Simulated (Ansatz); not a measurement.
**Free triangular strip chain of Cs atoms**

The numbers are results of PBE (plane waves to 420 eV, PAW; Ansatz, a first-principles code), not measurements. Mesh 1×1×58. No spin polarisation, so a magnetic state wasn't tested. Periodic along z alone, with about 11 Å of vacuum beside it. A hypothetical model. Only distortions within the start's symmetry and period were free. Pairing along the axis, which can open a gap, is among the distortions not tried.

```
Property                                                                                                             Value
--------------------------------------------------------------------  ----------------------------------------------------
period along the axis (2 atoms)                                                                                    5.126 Å
PBE gap                                                                                               none (under 0.01 eV)
crossings of the Fermi level between Γ and the zone edge (49 points)  2, each for both spins (ideal conductance 2 × 2e²/h)
```

```
CELL_PARAMETERS angstrom
     15.50000     0.00000     0.00000
      0.00000    11.00000     0.00000
      0.00000     0.00000     5.12645
ATOMIC_POSITIONS crystal
  Cs 0.34665 0.50000 0.00000
  Cs 0.65335 0.50000 0.50000
```
